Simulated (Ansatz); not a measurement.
Take BN in the zinc blende structure (space group F-43m, No. 216; a = 3.6247 Å) as the base.

Perturbation: a hydrostatic pressure of 0.7 GPa.

Levels (all Ansatz, a quantum-chemistry and plane-wave program, PAW): PBE (420 eV, no SOC); r2SCAN (500 eV, scalar-relativistic without spin-orbit coupling); HSE06 (420 eV, no spin-orbit coupling); PBE+SOC (420 eV, spin-orbit coupling included).

One geometry, relaxed with PBE, under each level:

Notes on the quantities. hole mass: degenerate bands, along [100].

The valence-band top lists the three highest levels at Γ (Kramers pairs under SOC), from the VBM.

```tsv
level	band gap	lowest conduction level above the VBM at special points	valence-band top at Γ	electron mass	hole mass	pressure
PBE	4.46 eV	X 4.46 eV; K 6.90 eV; U 6.90 eV; Γ 8.80 eV	0.00, 0.00, 0.00 eV	0.91 mₑ along k, 0.30 mₑ across (at X)	0.50, 0.53, 0.53 mₑ (at Γ)	0.69 GPa
r2SCAN	4.99 eV	X 4.99 eV; K 7.50 eV; U 7.50 eV; Γ 9.53 eV	–	0.88 mₑ along k, 0.29 mₑ across (at X)	0.47, 0.52, 0.52 mₑ (at Γ)	-4.05 GPa
HSE06	5.78 eV	X 5.78 eV; K 8.35 eV; U 8.35 eV; Γ 10.54 eV	–	–	–	–
PBE+SOC	4.46 eV	X 4.46 eV; K 6.89 eV; U 6.89 eV; Γ 8.79 eV	0.00, 0.00, -0.02 eV	0.91 mₑ along k, 0.30 mₑ across (at X)	0.52 mₑ (at Γ)	0.69 GPa
```

Single points use the geometry relaxed with PBE. Their cutoffs differ, which shifts pressures a little. HSE06 was sampled on its mesh, a few special points and the semilocal edge points, so its gap is an upper bound. Differences between runs with and without spin-orbit coupling are approximate. Load acts through the strain it causes; cell and atoms are relaxed under it. Masses are band curvatures over ±0.01 Å⁻¹ around the edge. Along k means along the line from Γ to the band edge. Whether these cells are dynamically stable was not tested.
